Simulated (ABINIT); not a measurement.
σyy against uniaxial strain in diamond-structure Si (space group 227): C12 (ABINIT, LDA)

```
Si
1.0
    0.00000     2.69713     2.69713
    2.65667     0.00000     2.69713
    2.65667     2.69713     0.00000
Si
2
Direct
  0.50000   0.50000   0.50000
  0.75000   0.75000   0.75000
```

Level of theory: LDA (PW92), norm-conserving pseudopotentials (PseudoDojo nc-sr-04 LDA standard) (plane waves; ABINIT). Settings: pseudos = [Si.upf]; ecut = 571 eV; occopt = 3; tsmear = 0.00036749 Ha; ngkpt = 12 12 12; nshiftk = 1; shiftk = 0 0 0; potentials = PseudoDojo nc-sr-04 LDA standard; nband = 9; kptopt = 1; nstep = 60; tolvrs = 1e-11. The cell above is the first row's. The rows stretch one cube axis (x) by the strain ε and hold the other two. Stress is positive in tension. In all rows fractional positions and the k mesh are held.

| ε (%) | σyy (GPa) |
|---|---|
| -1.5 | -1.01 |
| -1.0 | -0.66 |
| -0.5 | -0.32 |
| 0.0 | 0.00 |
| 0.5 | 0.31 |
| 1.0 | 0.61 |
| 1.5 | 0.90 |
| 2.0 | ? |

Task: Fit σyy against ε with a parabola, and predict the withheld value at ε = 2.0.

Result: Least squares gives σyy = 0.000 + 0.6357·ε - 0.0248·ε². Residuals (row less fit): -0.001, 0.001, 0.004, 0.000, -0.002, -0.001, 0.002; standard error 0.003 (degrees of freedom: 4). The slope at ε = 0, 0.6357 GPa per cent, gives C12 ≈ 100 × 0.6357 = 64 GPa, for the static lattice. At the withheld row, σyy = 0.000 + 0.6357 × 2.0 - 0.0248 × 2.0² = 1.172 GPa. The calculation gives 1.17 GPa, which the fit meets to the printed digits. The row lies outside the fitted rows, so this is an extrapolation.

Carrying the step between the two nearest rows on in a straight line would have given 1.19, off by 0.02; series whose last step already gives the withheld value aren't shown. The reference cell has the volume at which an earlier scan in this program and functional put its minimum by a fit. The runs keep the symmetry of the cell, so they don't test it for distortions. The unstrained cell stands at a pressure of 0.00 GPa, and the constants belong to that pressure. By symmetry this strain leaves no force on the atoms; the largest in the rows is 0.000 eV/Å. Cutoffs and mesh are single choices, not tested for convergence of this quantity. Series with a scatter that would blur these digits, or in which a gap closes, are not shown. Strain series were run only where this level's volume lies within 10 % of a first guess from the measured size.
